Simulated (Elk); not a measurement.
Elk run on Re (P6_3/mmc, 4 atoms in the cell): self-consistent single point.

Computed with PBEsol, all-electron FP-LAPW, Elk's shipped species files, default APW+lo basis run with Elk.

```
CELL_PARAMETERS angstrom
      2.76833     0.00000     0.00000
     -1.38416     2.39744     0.00000
      0.00000     0.00000     8.94511
ATOMIC_POSITIONS crystal
  Re 0.00000 0.00000 0.00000
  Re 0.00000 0.00000 0.50000
  Re 0.33333 0.66667 0.25000
  Re 0.66667 0.33333 0.75000
```

Reference input (self-consistent single point, DFT, PBE, all-electron FP-LAPW, Elk's shipped species files, default APW+lo basis): xctype = 20; swidth = 0.00183747 Ha; ngridk = 11 11 3; rmtscf = 0.87; maxscl = 100. This run's input differs from it in these lines:

```diff
@@ -4,3 +4,3 @@
 xctype
-  20
+  22
```

Output, abridged:

```
│ Self-consistent loop started │
│ Loop number : 1 │
 total energy                :     -66846.2716911
│ Loop number : 2 │
 total energy                :     -66847.2431164
RMS change in Kohn-Sham potential (target) :   0.1866977298     (  0.1000000000E-05)
Absolute change in total energy (target)   :   0.9714253298     (  0.1000000000E-03)
│ Loop number : 3 │
 total energy                :     -66849.9861853
RMS change in Kohn-Sham potential (target) :   0.1675977333     (  0.1000000000E-05)
Absolute change in total energy (target)   :    2.985925182     (  0.1000000000E-03)
│ Loop number : 4 │
   [... lines left out ...]
Absolute change in total energy (target)   :   0.1065416785E-02 (  0.1000000000E-03)
│ Loop number : 14 │
 total energy                :     -66852.9955748
RMS change in Kohn-Sham potential (target) :   0.9594147519E-06 (  0.1000000000E-05)
Absolute change in total energy (target)   :   0.1733866375E-03 (  0.1000000000E-03)
│ Loop number : 15 │
 total energy                :     -66852.9955726
RMS change in Kohn-Sham potential (target) :   0.2471226082E-06 (  0.1000000000E-05)
Absolute change in total energy (target)   :   0.4553975305E-04 (  0.1000000000E-03)
Convergence targets achieved

│ Loop number : 16 │

Energies :
 Fermi                       :     0.533869552948
 total energy                :     -66852.9956141

Density of states at Fermi energy :    83.34498211
 (states/Hartree/unit cell)

Estimated indirect band gap :   0.1356640192E-03
 from k-point      9 to k-point     32
Estimated direct band gap   :   0.5874731617E-02
 at k-point      4

Charges :
 core                        :    184.0000000
 valence                     :    116.0000000
 interstitial                :    8.010607821
 muffin-tins (core leakage)
  species :    1 (Re)
   atom    1                 :    73.00595523     (  0.8982888318E-06)
   atom    2                 :    73.00595523     (  0.8982888318E-06)
   atom    3                 :    72.98874086     (  0.8964566476E-06)
   atom    4                 :    72.98874086     (  0.8964566476E-06)
 total in muffin-tins        :    291.9893922
 total calculated charge     :    299.9831192
 total charge                :    300.0000000
 error                       :   0.1688081888E-01

│ Self-consistent loop stopped │
```

The run converged in 16 iterations. The count includes the last loop, which Elk runs after its targets are met. 

The starting cell comes from a database of computed structures (which also holds hypothetical and non-ambient phases and stackings), without a prior relaxation at this level. Its lattice was rescaled by a random factor within 2.5 % of one. Spin-orbit coupling is off. Spin polarisation is off. Values depend on the basis (sphere radii, cutoffs, local orbitals), which need not be converged. The log's line on a gap gives a spacing of levels on this mesh, which the program prints for metals too.
